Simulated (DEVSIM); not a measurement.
Device: Mo/SiO2/n-InP capacitor, at 250 K.

| layer (left to right) | material | thickness (nm) | Nd (cm⁻³) |
|---|---|---|---|
| 1 | SiO2 | 20.0 | - |
| 2 | InP | 8600 | 5.2e15 |

Metal gate on the left, work function 4.6 eV. Fixed charge at the semiconductor interface 9.6e10 cm⁻² (in units of +e); no interface traps.

The device is made up for the run: typed textbook-type constants, with dimensions and the other settings drawn at random. Values at 300 K; Nc and Nv go as T^1.5, mobilities as T to minus their exponent, the gap by Varshni's rule with the affinity fixed.

```
parameter         SiO2       InP
----------------  ----  --------
gap (eV)             9     1.344
affinity (eV)      0.9      4.38
permittivity       3.9      12.5
Nc (cm⁻³)            -    5.7e17
Nv (cm⁻³)            -    1.1e19
Varshni α (eV/K)     -  0.000363
Varshni β (K)        -       162
```

DEVSIM, 1D Poisson equation in equilibrium, Boltzmann statistics, complete ionisation; no quantum confinement or tunnelling. Metal contacts follow the ideal Schottky-Mott rule: no Fermi-level pinning, no interface dipoles.

Question: Tabulate band edges, carrier densities and field at -1.0 V on the gate.

Answer: Energies count from the Fermi level of the right contact; mesh points crowd at the junctions.

| x (μm) | Ec (eV) | Ev (eV) | n (cm⁻³) | p (cm⁻³) | field (V/cm) |
|---|---|---|---|---|---|
| 0.000 | 4.700 | -4.300 | < 1e2 | < 1e2 | -160000 |
| 0.001636 | 4.675 | -4.325 | < 1e2 | < 1e2 | -160000 |
| 0.005505 | 4.614 | -4.386 | < 1e2 | < 1e2 | -160000 |
| 0.01293 | 4.499 | -4.501 | < 1e2 | < 1e2 | -160000 |
| 0.01854 | 4.412 | -4.588 | < 1e2 | < 1e2 | -160000 |
| 0.02008 | 0.909 | -0.450 | < 1e2 | 7.0e9 | -35000 |
| 0.02194 | 0.903 | -0.457 | < 1e2 | 5.2e9 | -34000 |
| 0.02970 | 0.876 | -0.483 | < 1e2 | 1.5e9 | -34000 |
| 0.04597 | 0.822 | -0.537 | < 1e2 | 1.2e8 | -33000 |
| 0.08892 | 0.689 | -0.670 | 5500 | 260000 | -29000 |
| 0.1938 | 0.423 | -0.937 | 1.3e9 | < 1e2 | -21000 |
| 0.6321 | 0.096 | -1.264 | 5.0e15 | < 1e2 | -150 |
| 1.550 | 0.095 | -1.264 | 5.2e15 | < 1e2 | ≈ 0 |
| 3.842 | 0.095 | -1.264 | 5.2e15 | < 1e2 | ≈ 0 |
| 7.216 | 0.095 | -1.264 | 5.2e15 | < 1e2 | ≈ 0 |
| 8.058 | 0.095 | -1.264 | 5.2e15 | < 1e2 | ≈ 0 |
| 8.403 | 0.095 | -1.264 | 5.2e15 | < 1e2 | ≈ 0 |
| 8.534 | 0.095 | -1.264 | 5.2e15 | < 1e2 | ≈ 0 |
| 8.596 | 0.095 | -1.264 | 5.2e15 | < 1e2 | ≈ 0 |
| 8.611 | 0.095 | -1.264 | 5.2e15 | < 1e2 | ≈ 0 |
| 8.617 | 0.095 | -1.264 | 5.2e15 | < 1e2 | ≈ 0 |
| 8.620 | 0.095 | -1.264 | 5.2e15 | < 1e2 | ≈ 0 |
